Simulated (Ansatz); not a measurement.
**GaSb, response to strain**

The parent structure is GaSb in the zinc blende structure (space group F-43m, No. 216; a = 6.132 Å).

Strains are applied to the cell and any free atomic positions relax.

Calculations: DFT with r2SCAN, PAW potentials and a 500 eV plane-wave cutoff in Ansatz (an electronic-structure program), no spin-orbit coupling.

```json
[
 {"isotropic strain (%)": "-5.43", "pressure (GPa)": "13.2"},
 {"isotropic strain (%)": "-2.08", "pressure (GPa)": "?"},
 {"isotropic strain (%)": "-1.57", "pressure (GPa)": "2.8"},
 {"isotropic strain (%)": "0", "pressure (GPa)": "0.0"},
 {"isotropic strain (%)": "0.79", "pressure (GPa)": "-1.2"},
 {"isotropic strain (%)": "0.85", "pressure (GPa)": "-1.3"}
]
```

Task: Fit P = P₀ − Bδ + Cδ² with δ = (1 + ε)³ − 1 to the rows shown and predict the withheld row.

Result: Least squares on the printed values gives P₀ = -0.1 GPa, B = 52.4 GPa, C = 218 GPa (largest residual 0.1 GPa); this predicts 4.0 GPa, and the run gives 3.9 GPa, in agreement.

Stability against distortions was not tested.
